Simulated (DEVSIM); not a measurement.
System: abrupt GaSb p-n junction, at 300 K.

Layer 1 from the left is GaSb, thickness (μm) 0.770, Na (cm⁻³) 6.4e16, τn (s) 4.8e-8, τp (s) 4.8e-8. Layer 2 from the left is GaSb, thickness (μm) 240, Nd (cm⁻³) 9.7e15, τn (s) 4.8e-8, τp (s) 4.8e-8.

Left contact: ohmic. Right contact: ohmic. Voltage is applied to the left contact. Recombination: SRH at mid-gap, radiative. Mobility is μmin + (μ − μmin)/(1 + (N/Nref)^α).

The device is made up for the run: typed textbook-type constants, with dimensions and the other settings drawn at random. Values at 300 K.

GaSb: gap (eV) 0.726, affinity (eV) 4.06, permittivity 15.7, Nc (cm⁻³) 2.1e17, Nv (cm⁻³) 1.8e19, μn (cm²/Vs) 5000, μp (cm²/Vs) 850, μn,min 1000, μp,min 190, Nref,n 2.8e17, Nref,p 9e17, αn 1.05, αp 0.65, B (cm³/s) 1e-10.

Simulated with DEVSIM: 1D drift-diffusion, Boltzmann statistics, complete ionisation; no tunnelling, impact ionisation, image-force lowering or self-heating.

Dark forward current:

| |V| (V) | |J| (A/cm²) |
|---|---|
| 0.05 | 7.920e-5 |
| 0.10 | 0.0005412 |
| 0.15 | 0.003511 |
| 0.20 | 0.02332 |
| 0.25 | 0.1555 |
| 0.30 | 0.9639 |
| 0.35 | 4.372 |
| 0.40 | 11.96 |
| 0.45 | 22.62 |
| 0.50 | 34.99 |
| 0.55 | 48.33 |
| 0.60 | 62.29 |
| 0.65 | 76.69 |
| 0.70 | 91.41 |
| 0.75 | 106.4 |
| 0.80 | 121.6 |
| 0.85 | 136.9 |
| 0.90 | 152.5 |
| 0.95 | 168.1 |
| 1.00 | 183.9 |
| 1.05 | 199.8 |
| 1.10 | 215.9 |
| 1.15 | 232.0 |
| 1.20 | 248.3 |

Problem. Work out the local ideality factor n = ΔV / (kT/q · ln(J2/J1)) between the rows 0.15 and 0.20 V, 0.20 and 0.25 V, 1.15 and 1.20 V.

Solution. kT/q = 25.85 mV. From 0.15 to 0.20 V: ln(0.02332/0.003511) = 1.893, n = 1.02, near the 1 of diffusion or emission over a barrier. From 0.20 to 0.25 V: ln(0.1555/0.02332) = 1.897, n = 1.02, near the 1 of diffusion or emission over a barrier. From 1.15 to 1.20 V: ln(248.3/232.0) = 0.068, n = 28.49.

Problem. Estimate the current at 0.20 V from the Shockley equation with J0 = Σ q ni² D/(N L) coth(W/L), τ joining the SRH, radiative and Auger lifetimes that are on, and W taken as the whole layer.

Solution. ni² = 2.40e24 cm⁻⁶; electrons in the p layer: μ = 4300 cm²/Vs, D = 111 cm²/s, τ = 3.67e-8 s, L = 20.2 μm, W/L = 0.038, term 8.68e-6 A/cm²; holes in the n layer: μ = 817 cm²/Vs, D = 21.1 cm²/s, τ = 4.59e-8 s, L = 9.84 μm, W/L = 24, term 8.51e-7 A/cm². J0 = 9.53e-6 A/cm², and J = J0 exp(qV/kT) = 0.0218 A/cm². The simulation gives 0.0233 A/cm²; the estimate lies 6.4 % below. The estimate leaves out recombination in the depletion region and that region's share of W.
